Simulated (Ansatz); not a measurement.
# SiC: isotropic strain +0.55 %

Start from SiC in the zinc blende structure (space group F-43m, No. 216; a = 4.356 Å).

Perturbation: the cell is scaled by 1.0055 in all directions; the atoms relax in the strained cell.

Level of theory: r2SCAN/PAW in Ansatz (a first-principles code), without spin-orbit coupling. k-mesh 13×13×13 (Γ-centred); smearing 0.05 eV (Fermi–Dirac).

* **Space group**: F-43m (No. 216) (base F-43m (No. 216))
* **Shortest interatomic distance**: 1.897 Å (base 1.886 Å)
* **Energy relative to the base (free energy F)**: +2.0 meV/atom
* **Pressure**: -3.62 GPa (base 0.00 GPa)
* **Band gap**: 1.72 eV (base 1.71 eV)
* **Gap character**: indirect, Γ → X (base indirect, Γ → X)
* **Mean gap deformation potential ΔEg/Δln V**: +0.7 eV
* **Width of the top valence band**: 4.75 eV (base 4.81 eV)
* **Electron mass**: 0.65 mₑ along k, 0.23 mₑ across (at X) (base 0.64 mₑ along k, 0.23 mₑ across (at X))
* **Hole mass (degenerate bands, along [100])**: 0.35, 0.57, 0.57 mₑ (at Γ) (base 0.35, 0.57, 0.57 mₑ (at Γ))

Masses are band curvatures over ±0.01 Å⁻¹ around the edge. Along k means along the line from Γ to the band edge. No phonon test of stability was made.
